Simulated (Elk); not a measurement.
Band structure of MgSc (Pm-3m, 2 atoms in the cell).

```yaml
crystal:
  lattice:
    - [3.66694, 0.00000, 0.00000]
    - [0.00000, 3.66694, 0.00000]
    - [0.00000, 0.00000, 3.66694]
  atoms:
    - { symbol: Mg, position: [0.00000, 0.00000, 0.00000] }
    - { symbol: Sc, position: [0.50000, 0.50000, 0.50000] }
```

Method of the run: LDA (PW92), all-electron FP-LAPW, Elk's shipped species files, APW+lo basis with extra local orbitals in Elk.

Settings: xctype = 3; rgkmax = 7.5; stype = 3; swidth = 0.00367493 Ha; ngridk = 12 12 12; gmaxvr = 18 1/bohr; lmaxapw = 10; lmaxo = 8; nxlo = 2; lorbcnd = true; lradstp = 2; nrmtscf = 2; lmaxi = 4.

The starting cell comes from a database of computed structures (which also holds hypothetical and non-ambient phases and stackings), without a prior relaxation at this level. Its lattice was rescaled by a random factor within 2.5 % of one. Values depend on the basis (sphere radii, cutoffs, local orbitals), which need not be converged.

Levels in eV from the Fermi level, bands 8 to 15:
```json
[
 {"point": "Γ", "8": "-28.30", "9": "-5.79", "10": "-0.10", "11": "-0.10", "12": "2.17", "13": "2.17", "14": "2.17", "15": "4.87"},
 {"point": "X", "8": "-28.30", "9": "-3.05", "10": "-2.97", "11": "0.44", "12": "1.15", "13": "1.15", "14": "2.29", "15": "2.97"},
 {"point": "M", "8": "-28.29", "9": "-2.12", "10": "-0.43", "11": "-0.31", "12": "-0.31", "13": "1.44", "14": "1.44", "15": "2.80"},
 {"point": "R", "8": "-28.36", "9": "-0.91", "10": "-0.91", "11": "-0.91", "12": "2.76", "13": "2.83", "14": "2.83", "15": "2.83"}
]
```

Bands cross the Fermi level along this path, so the cell is metallic at this level.
